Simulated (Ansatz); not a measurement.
Functionals compared on the (111) surface of bcc Ta in its 1x1 cell, outermost plane spacing 0.96 Å in the ideal cut, in Ansatz (plane waves, PAW). The structure was relaxed with PBE; the other rows are single points on it, each with its references at the same level. Cutoff 420 eV (500 eV for r2SCAN).

Slab: 11 atoms, 9.6 Å thick at the start (thin: gaps and levels are the slab's own); k 9x9x1, smearing 0.1 eV, dipole-corrected; all atoms relaxed; symmetry of the start imposed; no spin, no spin-orbit, no U. These notes are the PBE run's.

| functional | surface energy (J/m²) | work function of the top face (eV) | rough cost of the single point |
|---|---|---|---|
| PBE | 2.74 | 3.83 | – |
| LDA | 3.01 | 4.11 | roughly 19 core-seconds |
| PBEsol | 2.98 | 3.92 | very roughly 19 core-seconds |
| RPBE | 2.60 | 3.69 | about 20 core-seconds (a rough figure) |
| r2SCAN | 2.97 | 3.81 | around 40 core-seconds (rough) |

Ansatz is a program for electronic structure.
